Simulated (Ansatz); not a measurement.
Input:

End structure of a constructed model of the (110) surface of bcc W, a pseudomorphic layer of Pt in the host's stacking (bottom of the slab: a bare face, its two planes held):

```xyz
7
Lattice="2.7577 0.0000 0.0000 -0.9192 2.6000 0.0000 0.0000 0.0000 30.0000" Properties=species:S:1:pos:R:3 pbc="T T T"
W      0.9192     1.3000     8.0410
W      0.0000     0.0000    10.2926
W      0.9192     1.3000    12.5492
W      0.0000     0.0000    14.7959
W      0.9192     1.3000    17.0437
W      0.0000     0.0000    19.2784
Pt     0.9192     1.3000    21.4030
```

Model: 7-atom slab, 13.9 Å thick at the start with caps and adatoms (thin: gaps and levels are the slab's own), 14x14x1 mesh, Fermi-Dirac 0.1 eV, dipole correction, 2 atoms held, the rest relaxed; held to the start's symmetry, so lower structures may exist; no spin, no spin-orbit, no U. It is one candidate, not shown to be the stable structure of the face.

**Question.** Estimate the work function of the top face that Ansatz (a first-principles code) with PBE returns for this input.

**Answer.** 4.94 eV
